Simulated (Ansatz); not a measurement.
An Ansatz (an electronic-structure program) run: YCu with a change (uniaxial strain ε_zz = +0.88 %); Ansatz, PBEsol, PAW, cutoff 420 eV, spin-orbit coupling left out.

Input:

Ansatz 0.2 input:
```yaml
crystal:
  lattice:
    - [3.425140827, 0, 0]
    - [0, 3.425140827, 0]
    - [0, 0, 3.4552820663]
  atoms:
    - { symbol: Y, position: [0, 0, 0] }
    - { symbol: Cu, position: [0.5, 0.5, 0.5] }
basis: { ecutwfc: 420, ecutrho_ratio: 4, xc_grid: 2, fft_grid_basis: typed }
kpoints: { mp_grid: { grid: [17, 17, 17] } }
hamiltonian:
  xc: pbesol
  dispersion: none
  pseudopotentials: { kind: paw }
scf: { occupations: { method: fermi_dirac, width: 0.1 }, convergence: { dr2_threshold: 0.0000000002 } }
relax: { f_tol: 0.005, max_steps: 50 }
output: { forces: true, stress: true }
checkpoint: { write: state.ck, write_every: 1000 }
```

Output (explanatory and most iteration lines left out):

```
Relaxation: its limit of steps is 50 (relax.max_steps)
Pseudopotential: Y, paw, valence charge 11
Pseudopotential: Cu, paw, valence charge 19
Crystal: 2 atoms, lattice volume = 40.536 Å³
Basis set: ecut = 420 eV, 775 PW (Γ), exchange–correlation on 48×48×48 points (8 copies of the dense FFT grid, shifted against one another)
Bands: 19, of which v1, the nominal top of the filled ones, is band 15 counted from 1 (14 counted from 0)
Symmetry: 16 space group operations
Space group: P4/mmm (ITA 123), of the structure as read, at distance tolerance 3.4e-5 Å
k-points: 405 of 4913
Functional: x = pbesol(κ = 0.804, μ = 0.12345679012345678), c = pbesol(β = 0.046)
SCF iter   1: F=—  HF=-10384.321739 eV  |F-HF|=—  |Δ(HF+E_count)|=         —  Δρ=1.47e-2  dr2=5.41e-2  ethr=1.77e-3  ⟨swp⟩=5.6  Hψ=31870  notcnv=0
SCF iter   2: F=—  HF=-10384.314486 eV  |F-HF|=—  |Δ(HF+E_count)|=   7.25e-3  Δρ=1.47e-3  dr2=7.77e-4  ethr=1.80e-4  ⟨swp⟩=2.0  Hψ=14308  notcnv=0
SCF 1 converged in 8 iterations: F = -10384.313863 eV  dr2 = 1.23e-10
relax step   1: F+E_penalty+E_count = -10384.31386310 eV  Δ(F+E_penalty+E_count) = +0.000e0 eV  max|allowed force component| = 7.100e-29 eV/Å  Δτ_max = 0.0000 Å  (8 SCF iters, accepted)
SCF converged after 8 iterations
Free energy (F): -10384.313863 eV
Internal energy: -10384.272869 eV  (E = F + TS)
E sigma→0 (E₀):  -10384.293366 eV
Entropy (-TS):   -0.040994 eV (-20.497 meV/atom)
Fermi energy:    12.590814 eV
--- Forces (eV/Å), atoms counted from 1 ---
  atom   1  Y     -0.00000000     0.00000000     0.00000000
  atom   2  Cu     0.00000000    -0.00000000     0.00000000
--- Stress (GPa, compression-positive) ---
       -0.455411       0.000000       0.000000
        0.000000      -0.455411       0.000000
        0.000000       0.000000      -1.081153
  P = ⅓ Tr σ = -0.6640 GPa (-6.640 kbar)
--- Relaxed structure (1 steps of the walk, 1 accepted, 0 SCFs on fresh bases) ---
  atoms:
    - { symbol: Y, position: [0.0, 0.0, 0.0] }
    - { symbol: Cu, position: [0.5, 0.5, 0.49999999999999994] }
```

Stability against distortions was not tested. All final runs are without spin polarisation. The cell was made from YCu in the CsCl type structure (space group Pm-3m, No. 221) by this change: uniaxial strain ε_zz = +0.88 %.
